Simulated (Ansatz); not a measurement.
## A series of runs on BAs (F-43m, 2 atoms in the cell)

```
CELL_PARAMETERS angstrom
      0.00000     2.40649     2.40649
      2.40649     0.00000     2.40649
      2.40649     2.40649     0.00000
ATOMIC_POSITIONS crystal
  B  0.25000 0.25000 0.25000
  As 0.00000 0.00000 0.00000
```

Base run A: LDA (PW92), default PAW files made with PBE (Ansatz, a first-principles code), self-consistent single point.

Its settings: basis.ecutwfc = 30.9 Ry; kpoints.mp_grid.grid = 10 10 10; hamiltonian.xc = lda; hamiltonian.pseudopotentials = {kind: paw} (the program's default PAW files); scf.occupations.method = fixed.

The starting cell comes from a database of computed structures (which also holds hypothetical and non-ambient phases and stackings), without a prior relaxation at this level. Its lattice was rescaled by a random factor within 2.5 % of one. In the base run, with a pressure of about -7 GPa the cell is away from its equilibrium volume at this level. Ansatz's pressure includes its estimate of the finite-basis (Pulay) stress.

ΔF is the free energy per atom less that of run A. 

Run A gave: pressure (GPa) -6.73; gap on the mesh (eV) 1.149; iterations 6.

Runs:
- B: scf.mixing.algorithm, scf.mixing.beta = broyden, 0.02
- C: scf.mixing.algorithm, scf.mixing.beta = broyden, 0.05
- D: scf.mixing.algorithm, scf.mixing.beta = broyden, 0.1
- E: scf.mixing.algorithm, scf.mixing.beta = broyden, 0.2
- F: scf.mixing.algorithm, scf.mixing.beta = broyden, 0.3
- G: scf.mixing.algorithm, scf.mixing.beta = broyden, 0.5
- H: scf.mixing.algorithm, scf.mixing.beta = broyden, 0.7
- I: scf.mixing.algorithm, scf.mixing.beta = broyden, 0.9
- J: scf.mixing.algorithm, scf.mixing.beta = broyden, 1

Question: Which runs reach the base run's state, and which is quickest in iterations?

Answer: Runs B, C, D, E, F, G, H, I, J gave the same state as A (within 1 meV/atom). The fewest iterations to that state were 5 (H, I); the most were 11.

```tsv
run	ΔF (meV/atom)	pressure (GPa)	gap on the mesh (eV)	iterations
A	0.00	-6.73	1.149	6
B	0.00	-6.74	1.149	11
C	0.00	-6.73	1.149	11
D	0.00	-6.73	1.149	10
E	0.00	-6.73	1.149	8
F	0.00	-6.73	1.149	7
G	0.00	-6.73	1.149	6
H	0.00	-6.73	1.149	5
I	0.00	-6.74	1.149	5
J	0.00	-6.73	1.149	6
```

Keys are those of Ansatz 0.2.
